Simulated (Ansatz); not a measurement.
Take Mg$_{2}$Si (space group Fm-3m, No. 225; a = 6.326 Å) as the base. Axes: x, y, z lie along the cube axes.

Computed with PBEsol (Ansatz, a quantum-chemistry and plane-wave program, PAW, no spin-orbit coupling).

The change: uniaxial strain ε_zz = +0.60 %, all other strain components held at zero, atoms relaxed at fixed cell.

Problem. Predict the stress tensor and what it implies for the stiffness.

Solution. Stress of the strained cell less that of the base (GPa, compression positive):
```
  -0.14    0.00    0.00
   0.00   -0.14    0.00
   0.00    0.00   -0.70
```

Then −Δσ_ii/ε with ε = 0.0060 gives relaxed-ion elastic constants: C33 ≈ 117 GPa.

Stability against distortions was not tested.
